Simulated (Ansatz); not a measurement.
The reference is MgTe in the zinc blende structure (space group F-43m, No. 216; a = 6.3681 Å). Axes: x, y, z lie along the cube axes.

Level of theory: DFT with LDA, PAW potentials and a 420 eV plane-wave cutoff in Ansatz (a program for electronic structure), no spin-orbit coupling.

Base values:

```
Property             Value
-------------  -----------
Gap character  direct at Γ
Pressure          0.01 GPa
```

Perturbation: the cell is stretched by 0.50 % along z with no lateral relaxation, atoms relaxed at fixed cell.

What does the calculation give for the gap character and pressure after the change?

The gap character stays direct at Γ; the pressure (mean of the normal stresses, compression positive) shrinks by 0.19 GPa (0.01 GPa → -0.18 GPa).

Spin-orbit coupling, missing from the scalar runs, can matter with Te. The cells carry an imposed strain or load. Stability against distortions was not tested. k-point labels follow each cell's own Brillouin zone.
